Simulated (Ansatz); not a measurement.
The parent structure is Ti3Al (space group P6_3/mmc, No. 194; a = 5.747 Å, c = 4.632 Å). Axes: x lies along a and z along c of the hexagonal cell.

Calculations: DFT with r2SCAN, PAW potentials and a 500 eV plane-wave cutoff in Ansatz (a quantum-chemistry and plane-wave program), no SOC, earlier PAW set.

Before the change:

```
Quantity                        Result
-----------------------------  -------
Shortest interatomic distance  2.813 Å
Pressure                       0.0 GPa
```

One thing is altered: biaxial strain +0.48 %, plane normal [001], relaxed out of plane (Cartesian); in-plane vectors clamped, the third vector and the atoms free.

Task: What does the calculation give for the energy relative to the base, shortest interatomic distance and pressure after the change?

Result: The energy increases by 0.6 meV/atom; the shortest interatomic distance rises by 0.014 Å, from 2.813 Å to 2.827 Å; the pressure (mean of the normal stresses, compression positive) goes from zero to -0.8 GPa.

Whether these cells are dynamically stable was not tested. The final runs are not spin-polarised.
